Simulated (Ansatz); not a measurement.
The starting structures come from a database of crystals and need not be the phases stable at ambient conditions.

Data:

```
Hg3Tl2Te4
1.0
    7.49512     0.00000     0.00000
    3.74756     6.31002     0.04086
    3.74756    -0.14631    12.06420
Tl Hg Te
4 6 8
Direct
  0.06653   0.73747   0.45912
  0.93347   0.26253   0.54088
  0.76312   0.76253   0.04088
  0.23688   0.23747   0.95912
  0.14158   0.75000   0.75000
  0.85842   0.25000   0.25000
  0.56381   0.96945   0.65153
  0.43619   0.03055   0.34847
  0.68480   0.53055   0.84847
  0.31520   0.46945   0.15153
  0.71212   0.10503   0.77685
  0.28788   0.89497   0.22315
  0.09400   0.39497   0.72315
  0.90600   0.60503   0.27685
  0.25740   0.78191   0.93950
  0.74260   0.21809   0.06050
  0.47881   0.71809   0.56050
  0.52119   0.28191   0.43950
```

Space group of this cell: C2/c. The cell was relaxed by PBE-D3(BJ); by r2SCAN its mean pressure is 1.0 GPa.

Transport runs along the normal of the first two printed cell vectors.

The gap is the functional's own, uncorrected, and κ follows it; spin-orbit coupling is left out. Mid-gap values are interpolated between the computed energies.

Q: Predict the band gap and the smallest decay constant κ at mid-gap from Ansatz (a quantum-chemistry and plane-wave program) with r2SCAN.

A: Gap 0.75 eV on a 6×6×6 mesh; κ = 0.079 1/Å, at the zone centre.
